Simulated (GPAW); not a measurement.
A working GPAW input for YIn3 (Pm-3m, 4 atoms in the cell) (DFT PBEsol, plane waves, GPAW PAW datasets PBEsol (made by gpaw-setup)):

```python
from ase import Atoms
from ase.units import GPa
from gpaw import GPAW

atoms = Atoms(['Y', 'In', 'In', 'In'],
              cell=[[4.600000, 0.000000, 0.000000],
                    [0.000000, 4.600000, 0.000000],
                    [0.000000, 0.000000, 4.600000]],
              positions=[[0.000000, 0.000000, 0.000000],
                         [0.000000, 2.300000, 2.300000],
                         [2.300000, 0.000000, 2.300000],
                         [2.300000, 2.300000, 0.000000]],
              pbc=True)

calc = GPAW(mode={'name': 'pw', 'ecut': 600},
            xc='PBEsol',
            kpts=(5, 5, 5),
            occupations={'name': 'methfessel-paxton', 'width': 0.136, 'order': 1},
            nbands=-8,
            convergence={'density': 1e-05},
            symmetry={'symmorphic': False, 'tolerance': 0.0005},
            maxiter=150,
            txt='-')

atoms.calc = calc

energy = atoms.get_potential_energy()
print('Energy (eV):', round(energy, 6))
forces = atoms.get_forces()
print('Forces (eV/Ang):')
print(forces.round(5))
stress = atoms.get_stress()
print('Stress (GPa, Voigt):', (stress / GPa).round(4))
```

The run converged in 23 iterations: free energy E − TS (from the program's reference atoms) -16.6972 eV; Fermi level (on the code's own zero) 7.92 eV; pressure -2.27 GPa. Each of these slips is then made, one at a time:

(1)
```diff
-                         [2.300000, 0.000000, 2.300000],
-                         [2.300000, 2.300000, 0.000000]],
+                         [2.300000, 0.000000, 2.300000]],
```

(2)
```diff
-calc = GPAW(mode={'name': 'pw', 'ecut': 600},
+calc = GPAW(mode={'name': 'pw', 'ecut': 40},
```

Task: Predict the outcome of each change.

Result: 
(1) An atom count that does not match the list of atoms. The program stopped before any SCF iteration, with the message: ValueError: Array "positions" has wrong length: 3 != 4..

(2) An energy in the wrong unit. The program stopped with an error, with the message: ValueError: Too few plane waves or grid points.

The starting cell comes from a database of published, mostly measured structures (it also holds non-ambient and calculated ones), without a prior relaxation at this level.

Left out of this page: 4 runs of the series outside the window shown, repeating another row's setting, or not comparable.
